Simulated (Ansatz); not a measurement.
The starting structures come from a database of crystals and need not be the phases stable at ambient conditions.

**Evanescent states of ZnCl$_{2}$ (I-42d, not sure to be the ambient phase, 6 atoms a cell, 25.8 Å³ an atom) along the normal of (100)**

Level of theory: PBEsol (plane waves, PAW; Ansatz, a quantum-chemistry and plane-wave program).

The gap is the functional's own. No spin-orbit coupling. Mid-gap values are interpolated on the energy grid.

Energies count from the valence-band top; κ is the least over a 6×4 mesh across the current.

```tsv
E (eV)	κ (1/Å)	where
0.10	0.174	Γ
0.28	0.231	Γ
0.47	0.269	Γ
0.67	0.296	Γ
0.85	0.317	Γ
1.04	0.332	Γ
1.24	0.342	Γ
1.43	0.349	Γ
1.61	0.353	Γ
1.80	0.354	Γ
2.00	0.352	Γ
2.19	0.347	Γ
2.38	0.340	Γ
2.56	0.330	Γ
2.75	0.317	Γ
2.94	0.301	Γ
3.13	0.280	Γ
3.33	0.255	Γ
3.52	0.222	Γ
3.71	0.178	Γ
3.90	0.108	Γ
```

Task: How thick must the barrier be to attenuate the transmission by 10^6 when the electrodes' Fermi level lies at 2.38 eV, and what attenuation does that film give at 3.13 eV?

Result: d = 6 ln 10 / (2 × 0.340) = 20.3 Å. At 3.13 eV it gives 6 × 0.280/0.340 = 4.9 decades.
